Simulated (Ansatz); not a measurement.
**Ag2S: pressure series**

Base system: Ag₂S (space group Cmcm, No. 63; a = 4.653 Å, b = 6.935 Å, c = 7.209 Å; a cell from a computed database, its experimental status unchecked).

Cell and atoms are relaxed at each pressure.

Level of theory: DFT with PBEsol, PAW potentials and a 420 eV plane-wave cutoff in Ansatz (a first-principles code), no spin-orbit coupling, earlier PAW set.

Two rows of this table had their results exchanged by mistake.

```csv
pressure,volume per atom (Å³),shortest distance (Å),band gap
pressure −2 GPa,22.16,2.374,0.57 eV
pressure −1 GPa,21.03,2.376,0.74 eV
pressure 0.9 GPa,18.72,2.400,0.71 eV
pressure 2.1 GPa,14.58,2.480,zero
pressure 4.5 GPa,16.96,2.438,zero
pressure 9 GPa,16.02,2.470,zero
pressure 15 GPa,15.27,2.498,zero
pressure 22.5 GPa,18.05,2.410,0.42 eV
pressure 30 GPa,14.04,2.455,zero
```

Q: Which two?

A: The rows for pressure 2.1 GPa and pressure 22.5 GPa: the volume has to fall steadily with pressure, so 18.05 Å³ belongs to pressure 2.1 GPa and 14.58 Å³ to pressure 22.5 GPa.

A case with no gap was solved on a k-mesh chosen for an insulator, which is coarse for it. From pressure 9 GPa on, the axis ratios lie over 15 % from the base's, so the cell there is far from its starting form. Load acts through the strain it causes; cell and atoms are relaxed under it. Stability against distortions was not tested. Competing high-pressure phases were not computed. The base started in Cm and relaxed to Cmcm at this level. The final runs are not spin-polarised. This is not the structure that Ag2S has at room temperature and ambient pressure. The zero or small gap of Ag2S under pressure 4.5 GPa, Ag2S under pressure 9 GPa, Ag2S under pressure 15 GPa and Ag2S under pressure 22.5 GPa can change with the level of theory.
